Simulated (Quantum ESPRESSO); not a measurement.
Worked example: self-consistent single point of Pb (Fm-3m, 1 atom in the cell) in Quantum ESPRESSO.

Level of theory: PBEsol, PSlibrary ultrasoft (PBE) pseudopotentials (plane waves; Quantum ESPRESSO 7.5).

```xyz
1
Lattice="0.0000 2.4750 2.4750 2.4750 0.0000 2.4750 2.4750 2.4750 0.0000" Properties=species:S:1:pos:R:3 pbc="T T T"
Pb     0.0000     0.0000     0.0000
```

Reference input (self-consistent single point, DFT, PBE, plane waves, PSlibrary ultrasoft (PBE) pseudopotentials): ecutwfc = 55 Ry; ecutrho = 330 Ry; occupations = smearing; smearing = fd; degauss = 0.0073499 Ry; potentials = {Pb: Pb.pbe-dn-rrkjus_psl.1.0.0.UPF}; K_POINTS = automatic 9 9 9 0 0 0; conv_thr = 1e-10 Ry; mixing_beta = 0.7. This run's input differs from it in these lines:

```diff
@@ -18,2 +18,3 @@
   degauss = 0.0073499
+  input_dft = 'pbesol'
 /
```

Output (repeated stretches shortened):

```
     Self-consistent Calculation

     iteration #  1     ecut=    55.00 Ry     beta= 0.70

     Threshold (ethr) on eigenvalues was too large:
     Diagonalizing with lowered threshold

     total energy              =    -135.16296311 Ry
     estimated scf accuracy    <       0.00472762 Ry

     iteration #  2     ecut=    55.00 Ry     beta= 0.70

     total energy              =    -135.16423846 Ry
     estimated scf accuracy    <       0.00038708 Ry

     iteration #  3     ecut=    55.00 Ry     beta= 0.70

     total energy              =    -135.16429595 Ry
     estimated scf accuracy    <       0.00000980 Ry

   [... 3 blocks of this kind left out ...]

     iteration #  7     ecut=    55.00 Ry     beta= 0.70

     total energy              =    -135.16429898 Ry
     estimated scf accuracy    <          1.0E-09 Ry

     iteration #  8     ecut=    55.00 Ry     beta= 0.70
     End of self-consistent calculation

     the Fermi energy is    10.9417 ev

!    total energy              =    -135.16429898 Ry
     estimated scf accuracy    <          2.9E-12 Ry
     smearing contrib. (-TS)   =      -0.00088011 Ry
     internal energy E=F+TS    =    -135.16341887 Ry

     convergence has been achieved in   8 iterations

     Forces acting on atoms (cartesian axes, Ry/au):

     atom    1 type  1   force =     0.00000000    0.00000000    0.00000000

     Total force =     0.000000     Total SCF correction =     0.000000

          total   stress  (Ry/bohr**3)                   (kbar)     P=      -17.07
  -0.00011601  -0.00000000   0.00000000          -17.07       -0.00        0.00
  -0.00000000  -0.00011601   0.00000000           -0.00      -17.07        0.00
   0.00000000   0.00000000  -0.00011601            0.00        0.00      -17.07

   JOB DONE.
```

The run converged in 8 iterations. Against the reference run the pressure goes from 1.08 to -1.71 GPa.

The starting cell has typed, rounded lattice constants, without a prior relaxation at this level.
